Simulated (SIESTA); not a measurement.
Input and output of a self-consistent single point for RbBr (Fm-3m, 2 atoms in the cell) (SIESTA).

Computed with GGA PBE with spin-orbit coupling, numerical atomic orbitals DZP, PseudoDojo PBE fully relativistic norm-conserving potentials (rewritten from UPF to PSML) (SIESTA).

```
RbBr
1.0
    0.00000     3.45249     3.45249
    3.45249     0.00000     3.45249
    3.45249     3.45249     0.00000
Rb Br
1 1
Cartesian
  0.00000   0.00000   0.00000
  3.45249   3.45249   3.45249
```

Reference input (self-consistent single point, DFT, GGA PBE, numerical atomic orbitals DZP, PseudoDojo PBE standard norm-conserving potentials (rewritten from UPF to PSML)): XC.functional = GGA; XC.authors = PBE; potentials = PseudoDojo PBE standard; PAO.BasisSize = DZP; PAO.EnergyShift = 0.01 Ry; MeshCutoff = 350 Ry; kgrid.MonkhorstPack = 7 7 7; OccupationFunction = FD; ElectronicTemperature = 10 K; MaxSCFIterations = 150; SCF.Mixer.Method = Pulay; SCF.Mixer.Weight = 0.25. This run's input differs from it in these lines:

```diff
@@ -1,2 +1,2 @@
-# files in the folder: Rb.psml Br.psml (PseudoDojo PBE standard)
+# files in the folder: Rb.psml Br.psml (PseudoDojo PBE fully relativistic)
 SystemName  RbBr
@@ -34,2 +34,7 @@
 ElectronicTemperature        10 K
+Spin                         spin-orbit
+%block DM.InitSpin
+  1 0.00 0.00 0.00
+  2 0.00 0.00 0.00
+%endblock DM.InitSpin
```

Output (repeated stretches shortened):

```
        iscf     Eharris(eV)        E_KS(eV)     FreeEng(eV)     dDmax    Ef(eV) dHmax(eV)
   scf:    1    -1169.611444    -1167.096899    -1167.096899  0.213369 -6.077857  2.215190
     spin moment: {S} , |S| = {    0.00000   -0.00000   -0.00000 }     0.00000
   scf:    2    -1167.266178    -1167.186046    -1167.186046  0.023923 -6.632133  1.412730
     spin moment: {S} , |S| = {    0.00000   -0.00000   -0.00000 }     0.00000
   scf:    3    -1167.259494    -1167.228776    -1167.228776  0.032205 -2.638269  0.320094
     spin moment: {S} , |S| = {   -0.00000    0.00000   -0.00000 }     0.00000
   [... lines left out ...]
     spin moment: {S} , |S| = {    0.00000   -0.00000    0.00000 }     0.00000
   scf:    6    -1167.231627    -1167.231311    -1167.231311  0.007034 -2.895970  0.003327
     spin moment: {S} , |S| = {    0.00000   -0.00000    0.00000 }     0.00000
   scf:    7    -1167.231304    -1167.231311    -1167.231311  0.000099 -2.893425  0.000276
     spin moment: {S} , |S| = {    0.00000   -0.00000   -0.00000 }     0.00000
mix: Pulay -- inversion failed, > SVD [rank/size] 4 / 6
   scf:    8    -1167.231312    -1167.231311    -1167.231311  0.000008 -2.893539  0.000414
     spin moment: {S} , |S| = {   -0.00000   -0.00000    0.00000 }     0.00000
SCF Convergence by DM+H criterion
max |DM_out - DM_in|         :     0.0000083147
max |H_out - H_in|      (eV) :     0.0004137550
SCF cycle converged after 8 iterations

Using DM_out to compute the final energy and forces

siesta: E_KS(eV) =            -1167.2313

siesta: E_KS - E_eggbox =     -1167.2313

siesta: Atomic forces (eV/Ang):
     1    0.000000    0.000000    0.000000
     2   -0.000000   -0.000000   -0.000000
   Tot   -0.000000   -0.000000   -0.000000
   Max    0.000000
   Res    0.000000    sqrt( Sum f_i^2 / 3N )
   Max    0.000000    constrained

Stress tensor Voigt[x,y,z,yz,xz,xy] (kbar):       -6.66       -6.66       -6.66       -0.00       -0.00       -0.00
(Free)E + p*V (eV/cell)    -1166.8893
Target enthalpy (eV/cell)    -1167.2313

siesta: Program's energy decomposition (eV):
siesta: Enl(+so)=        30.232663
   [... lines left out ...]
siesta: FreeEng =     -1167.231311
siesta: Cell volume =         82.305488 Ang**3
siesta:           6.65822316          6.65822322  kBar
   [... lines left out ...]

Total              16.00000   0.00000     -0.000  -0.000   0.000

Mulliken Atomic Populations:
Atom #   charge [q] valence [e]           S      Sx [e]      Sy [e]      Sz [e]  Species
     1     0.142100    8.857900    0.000000   -0.000000   -0.000000    0.000000  Rb
     2    -0.142100    7.142100    0.000000   -0.000000   -0.000000    0.000000  Br
 Total     0.000000                0.000000   -0.000000   -0.000000    0.000000
```

The run converged in 8 iterations. Against the reference run the pressure stays at 0.67 GPa and the gap on the mesh goes from 4.210 to 4.049 eV.

The starting cell comes from a database of computed structures (which also holds hypothetical and non-ambient phases and stackings), without a prior relaxation at this level. Its lattice was rescaled by a random factor within 2.5 % of one. Values carry the incompleteness of an atom-centred basis. The basis of the alkali or alkaline-earth atoms may lack their empty d shell, which can raise the gap.

Cost on one core of a shared machine: roughly 40 s.
